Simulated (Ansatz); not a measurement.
Si (diamond structure), Σ5 (310) [001] symmetric tilt. One B atom replaces one Si atom in a bicrystal of 48 atoms (one solute to 47 Å² of one boundary, a high coverage); atoms relaxed, cell held. Energies count from the site farthest from both boundaries, which lies only 5.2 Å away; negative means that the solute is drawn to the site. The cell is neutral, and spin is allowed where the electrons are odd. k-points: Γ-centred 3×4×1 mesh; occupations: Fermi-Dirac, 0.050 eV; spin-polarised, moments started parallel. Scalar-relativistic, no spin-orbit coupling.

Sites tried, by distance from the nearest boundary plane (Å): 0.00, 0.85, 0.85, 1.81.

**Question.** Does B segregate by PBE (Ansatz, a quantum-chemistry and plane-wave program), and with what energy at each site?

**Answer.** 0.00 Å: 0.13 eV; 0.85 Å: 0.14 eV; 0.85 Å: 0.14 eV; 1.81 Å: -0.15 eV. The most favoured site tried binds it by 0.15 eV.
